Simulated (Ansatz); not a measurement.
For Pt3AlC (model structure, started from the Ni3MgC type, Pm-3m, No. 221, 5 atoms in the cell), LDA in Ansatz (PAW) gives:

- equilibrium lattice constant a = 4.108 Å
- bulk modulus B0 = 242 GPa

Question: What does PBE in Ansatz (plane waves, PAW) give for the same quantities?

Answer: 
- lattice constant a: 4.177 Å (rises by 1.7 %)
- bulk modulus: 206 GPa (shrinks by 15 %)

Changes are worked out from the printed values.

Unless a cell is named, each level is at its own relaxed cell (LDA 13.86, PBE 14.58 Å³/atom).

Levels without +SOC leave out spin–orbit coupling, which shifts energies and cells of such heavy elements.

Caveats: the bulk modulus is −V dP/dV from two relaxed cells at ±2 % in volume (LDA, PBE). Ansatz's density-functional and Hartree–Fock values are scalar-relativistic unless marked +SOC, with PAW data made under PBE.

A model structure was made by putting elements into a prototype or built by hand; it is no filed structure, need not be a known phase, and can be a saddle point held by its symmetry.

Ansatz is a program for electronic structure.
